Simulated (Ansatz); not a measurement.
Ansatz (a first-principles code) run on SrMg6Al (P1, 8 atoms in the cell): relaxation of the atoms.

Level of theory: LDA (PW92), default PAW files made with PBE (plane waves; Ansatz).

The change in words: atoms moved at random; relax: default → atoms; relax.f_tol: default → 0.1 eV/Å. Reference geometry:
```xyz
8
Lattice="5.1440 0.0000 0.0000 0.0000 3.4009 5.8040 0.0000 -3.4009 5.8040" Properties=species:S:1:pos:R:3 pbc="T T T"
Sr     2.5720     0.0000     7.7776
Mg     0.0000    -1.8320     6.6863
Mg     0.0000     1.8320     6.6863
Mg     0.0000     0.0000     3.8710
Mg     2.5720    -1.7778     4.8569
Mg     2.5720     1.7778     4.8569
Mg     2.5720     0.0000     1.8980
Al     0.0000     0.0000     9.7989
```

Reference input (self-consistent single point, DFT, LDA (PW92), plane waves, default PAW files made with PBE): basis.ecutwfc = 420 eV; kpoints.mp_grid.grid = 5 4 4; hamiltonian.xc = lda; hamiltonian.pseudopotentials = {kind: paw} (the program's default PAW files); scf.occupations.method = methfessel_paxton; scf.occupations.width = 0.136 eV. This run's input differs from it in these lines:

Ansatz 0.2 input:
```diff
@@ -7,10 +7,10 @@
   atoms:
-    - { symbol: Sr, position: [0.50000000, 0.67003000, 0.67003000] }
-    - { symbol: Mg, position: [0.00000000, 0.30666000, 0.84536000] }
-    - { symbol: Mg, position: [0.00000000, 0.84536000, 0.30666000] }
-    - { symbol: Mg, position: [0.00000000, 0.33348000, 0.33348000] }
-    - { symbol: Mg, position: [0.50000000, 0.15704000, 0.67978000] }
-    - { symbol: Mg, position: [0.50000000, 0.67978000, 0.15704000] }
-    - { symbol: Mg, position: [0.50000000, 0.16351000, 0.16351000] }
-    - { symbol: Al, position: [0.00000000, 0.84416000, 0.84416000] }
+    - { symbol: Sr, position: [0.49678000, 0.67476300, 0.66519500] }
+    - { symbol: Mg, position: [-0.00215000, 0.30771700, 0.84084100] }
+    - { symbol: Mg, position: [0.00248000, 0.84042500, 0.30900900] }
+    - { symbol: Mg, position: [0.00121900, 0.33630400, 0.33399100] }
+    - { symbol: Mg, position: [0.50269800, 0.15703000, 0.68262400] }
+    - { symbol: Mg, position: [0.49857000, 0.67679700, 0.15852600] }
+    - { symbol: Mg, position: [0.49838000, 0.16467000, 0.16231900] }
+    - { symbol: Al, position: [0.00202300, 0.84231300, 0.84751500] }
 basis:
@@ -24,2 +24,4 @@
   occupations: { method: methfessel_paxton, width: 0.136 eV }
+relax:
+  f_tol: 0.1
 output:
```

Output, abridged:

```
   [... SCF lines of the steps left out ...]
relax step   1: F+E_penalty+E_count = -15366.39724219 eV  Δ(F+E_penalty+E_count) = +0.000e0 eV  max|allowed force component| = 1.669e-1 eV/Å  Δτ_max = 0.0000 Å  (5 SCF iters, dr2 threshold 1.00e-4 eV, accepted)
relax step   2: F+E_penalty+E_count = -15366.41099065 eV  Δ(F+E_penalty+E_count) = -1.375e-2 eV  max|allowed force component| = 5.680e-2 eV/Å  Δτ_max = 0.0458 Å  (6 SCF iters, accepted)
Stability not checked (fill_not_monotonic)
Free energy (F): -15366.410991 eV
Internal energy: -15366.403815 eV  (E = F + TS)
E sigma→0 (E₀):  -15366.409197 eV
Entropy (-TS):   -0.007176 eV (-0.897 meV/atom)
Fermi energy:    5.521433 eV
--- Forces (eV/Å), atoms counted from 1 ---
  atom   1  Sr    -0.04340828     0.05680554    -0.04370948
  atom   2  Mg     0.02223987    -0.05251675     0.00433490
  atom   3  Mg     0.00659309     0.04154593     0.01273959
  atom   4  Mg    -0.00597173    -0.00684051    -0.03566236
  atom   5  Mg    -0.01045289    -0.04552974     0.00421379
  atom   6  Mg     0.01077035     0.03940814     0.05311735
   [... lines left out ...]
    - { symbol: Mg, position: [0.5009762748384803, 0.1551725852476093, 0.6852496594631319] }
    - { symbol: Mg, position: [0.49882616830749554, 0.6819375160145686, 0.15517981945281328] }
    - { symbol: Mg, position: [0.4990598042350954, 0.16460887392097284, 0.16146144716813915] }
    - { symbol: Al, position: [0.0001452810229638276, 0.8423889573931982, 0.8460936783848809] }
```

The run converged. 

Summary of the result:
```
Quantity                                                  Value
-----------------------------------------------  --------------
Free energy E − TS (on the zero of these files)  -15366.4110 eV
Fermi level (on the code's own zero)                    5.52 eV
Pressure                                              -1.94 GPa
Largest force (vector length)                        0.084 eV/Å
Relaxation steps                                              2
```

The starting cell comes from a database of computed structures (which also holds hypothetical and non-ambient phases and stackings), without a prior relaxation at this level. For this run, on top of that: atoms moved at random. Ansatz's pressure includes its estimate of the finite-basis (Pulay) stress.

Cost on one core of a shared machine: roughly 50 s.
